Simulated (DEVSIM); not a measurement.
System: Cr/Al2O3/p-Ge capacitor, at 300 K.

```
layer (left to right)  material  thickness (nm)  Na (cm⁻³)
---------------------  --------  --------------  ---------
1                         Al2O3            22.0          -
2                            Ge            7900     5.7e15
```

Metal gate on the left, work function 4.5 eV. Fixed charge at the semiconductor interface -9.4e10 cm⁻² (in units of +e); no interface traps.

This is a model device: material constants are rounded textbook-type values typed into the input, and sizes, dopings and lifetimes were drawn at random. Values at 300 K.

```
parameter      Al2O3       Ge
-------------  -----  -------
gap (eV)         6.8    0.664
affinity (eV)   1.35        4
permittivity       9       16
Nc (cm⁻³)          -  1.04e19
Nv (cm⁻³)          -     6e18
```

DEVSIM, 1D Poisson equation in equilibrium, Boltzmann statistics, complete ionisation; no quantum confinement or tunnelling. Metal contacts follow the ideal Schottky-Mott rule: no Fermi-level pinning, no interface dipoles.

The substrate doping was swept, all else fixed.

```
substrate doping (cm^-3)  minimum of the low-frequency capacitance (μF/cm²)  flat-band voltage (V)  threshold voltage (band bending 2φF) (V)
------------------------  -------------------------------------------------  ---------------------  ----------------------------------------
2.8e14                                                               0.0233                   0.14                                      0.28
5.7e14                                                               0.0269                   0.12                                      0.31
1.1e15                                                               0.0327                   0.10                                      0.33
2.8e15                                                               0.0420                   0.08                                      0.38
5.7e15                                                               0.0525                   0.06                                      0.42
1.1e16                                                               0.0650                   0.04                                      0.48
```

From the first row to the last the minimum of the low-frequency capacitance goes from 0.0233 to 0.0650. From the first row to the last the flat-band voltage goes from 0.14 to 0.04.
